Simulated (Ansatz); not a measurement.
Thermal properties of bcc (W type) W at 300 K from the quasi-harmonic free energy in Ansatz (plane waves, PAW), for several functionals and conditions. The first row is the reference, at zero pressure. The run noted for some of its cells that some bands missed the eigensolver's tolerance. Spin-orbit coupling is not included.

| run | q mesh / k mesh | V (Å³/atom) | α_L (10⁻⁶/K) | bulk modulus B_T (GPa) | γ | C_P (J/mol/K) |
|---|---|---|---|---|---|---|
| PBEsol | 4×4×4 / 16×16×16 | 15.74 | 4.6 | 318 | 1.73 | 24.2 |
| LDA | 4×4×4 / 16×16×16 | 15.47 | … | … | 1.74 | 24.2 |
| PBEsol, pressure 15 GPa | 4×4×4 / 16×16×16 | 15.08 | 3.7 | 383 | 1.60 | 23.9 |

Q: Fill in the missing entries.

A: 
- LDA, α_L (10⁻⁶/K): 4.5
- LDA, bulk modulus B_T (GPa): 333

No phase change or melting is allowed for: the numbers belong to this structure as given. The runs of W (LDA), W (PBEsol) noted for some cells that some bands missed the eigensolver's tolerance; how far this moves their values was not measured.

The PAW data sets were generated under PBE and serve the other functionals too.

Ansatz is a first-principles code.
